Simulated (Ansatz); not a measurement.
The starting structures come from a database of crystals and need not be the phases stable at ambient conditions.

Inside the gap of an insulator the Bloch states are evanescent, with a wavenumber k + iκ along the transport direction.

Here is the system:

```yaml
crystal:
  lattice:
    - [3.26857, 0.00000, 0.00000]
    - [1.63428, 2.83066, 0.00000]
    - [1.63429, 0.94355, 8.35667]
  atoms:
    - { symbol: Mg, position: [0.78316, 0.78316, 0.65052] }
    - { symbol: Sc, position: [0.99540, 0.99540, 0.01380] }
    - { symbol: Al, position: [0.21328, 0.21328, 0.36015] }
    - { symbol: O, position: [0.87900, 0.87900, 0.36300] }
    - { symbol: O, position: [0.13822, 0.13822, 0.58533] }
    - { symbol: O, position: [0.70312, 0.70312, 0.89064] }
    - { symbol: O, position: [0.28752, 0.28752, 0.13743] }
```

Space group of this cell: R3m. The cell is taken as given; by r2SCAN its mean pressure is -4.7 GPa.

Transport runs along the normal of the first two printed cell vectors, the (001) plane of the conventional cell.

The gap is the functional's own. No spin-orbit coupling. Mid-gap values are interpolated on the energy grid.

State the band gap and the smallest decay constant κ at mid-gap according to r2SCAN (Ansatz, an electronic-structure program).

Gap 4.93 eV on a 10×10×10 mesh; κ = 0.388 1/Å, at the zone centre.
